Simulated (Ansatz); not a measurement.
Consider TiAl$_{3}$ (space group I4/mmm, No. 139; a = 3.826 Å, c = 8.554 Å; relaxed with 0.1 eV smearing). Axes: x, y, z lie along a, b, c of the conventional cell.

All numbers come from Kohn–Sham DFT with the r2SCAN functional, run in Ansatz (a quantum-chemistry and plane-wave program) with PAW and 500 eV plane waves, no SOC.

Strains are applied to the cell and any free atomic positions relax; under biaxial strain the out-of-plane vector relaxes too.

One change was made to it. Results:

The pressure (mean of the normal stresses, compression positive) goes from zero to -13.7 GPa; the energy goes up by 141 meV/atom.

**Question.** Which change produced these results?
A. isotropic strain +5.74 %
B. biaxial strain +0.44 %, plane normal [001], relaxed out of plane
C. isotropic strain +0.98 %

**Answer.** A, isotropic strain +5.74 %. For comparison, the energy relative to the base in the other runs: biaxial strain +0.44 %, plane normal [001], relaxed out of plane gives +0.5 meV/atom; isotropic strain +0.98 % gives +4.7 meV/atom.

No phonon test of stability was made. The final runs are not spin-polarised.
